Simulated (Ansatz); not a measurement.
Given:

End structure of the (121) surface of alpha gallium in its 1x1 cell, outermost plane spacing 0.31 Å in the ideal cut:

```yaml
crystal:
  lattice:
    - [6.47907, 0.00000, 0.00000]
    - [0.00895, 10.09344, 0.00000]
    - [0.00000, 0.00000, 27.00000]
  atoms:
    - { symbol: Ga, position: [0.69660, 0.21363, 0.32579] }
    - { symbol: Ga, position: [0.44870, 0.99799, 0.32002] }
    - { symbol: Ga, position: [0.14383, 0.30917, 0.35904] }
    - { symbol: Ga, position: [0.04213, 0.06321, 0.32827] }
    - { symbol: Ga, position: [0.56963, 0.74212, 0.33015] }
    - { symbol: Ga, position: [0.29960, 0.54708, 0.34699] }
    - { symbol: Ga, position: [0.94749, 0.66392, 0.35123] }
    - { symbol: Ga, position: [0.68867, 0.45781, 0.36221] }
    - { symbol: Ga, position: [0.31824, 0.09263, 0.41519] }
    - { symbol: Ga, position: [0.04680, 0.87424, 0.40067] }
    - { symbol: Ga, position: [0.73354, 0.05736, 0.40948] }
    - { symbol: Ga, position: [0.48283, 0.83187, 0.42025] }
    - { symbol: Ga, position: [0.03641, 0.51496, 0.43394] }
    - { symbol: Ga, position: [0.78740, 0.29566, 0.44331] }
    - { symbol: Ga, position: [0.45664, 0.47887, 0.44729] }
    - { symbol: Ga, position: [0.19167, 0.27906, 0.47368] }
    - { symbol: Ga, position: [0.79206, 0.90898, 0.49123] }
    - { symbol: Ga, position: [0.53170, 0.68124, 0.50375] }
    - { symbol: Ga, position: [0.21648, 0.89166, 0.49625] }
    - { symbol: Ga, position: [0.95612, 0.66392, 0.50877] }
    - { symbol: Ga, position: [0.55650, 0.29383, 0.52632] }
    - { symbol: Ga, position: [0.29153, 0.09402, 0.55270] }
    - { symbol: Ga, position: [0.96077, 0.27723, 0.55668] }
    - { symbol: Ga, position: [0.71177, 0.05794, 0.56606] }
    - { symbol: Ga, position: [0.26535, 0.74103, 0.57975] }
    - { symbol: Ga, position: [0.01464, 0.51553, 0.59052] }
    - { symbol: Ga, position: [0.70136, 0.69865, 0.59933] }
    - { symbol: Ga, position: [0.42993, 0.48026, 0.58481] }
    - { symbol: Ga, position: [0.05950, 0.11509, 0.63779] }
    - { symbol: Ga, position: [0.80069, 0.90897, 0.64877] }
    - { symbol: Ga, position: [0.44857, 0.02581, 0.65302] }
    - { symbol: Ga, position: [0.17855, 0.83077, 0.66985] }
    - { symbol: Ga, position: [0.70604, 0.50969, 0.67174] }
    - { symbol: Ga, position: [0.60434, 0.26373, 0.64096] }
    - { symbol: Ga, position: [0.29947, 0.57490, 0.67999] }
    - { symbol: Ga, position: [0.05156, 0.35927, 0.67421] }
```

Set-up: 36 atoms, 10.7 Å thick at the start; mesh 6x4x1; 0.1 eV smearing; dipole correction on; all atoms relaxed; start symmetry kept, larger cells not searched; no spin, no spin-orbit, no U.

### Question
Predict the work function of the top face from PBE (Ansatz, an electronic-structure program).

### Answer
4.13 eV

### Question
What surface energy (mean of both faces) does PBE give?

### Answer
0.60 J/m²
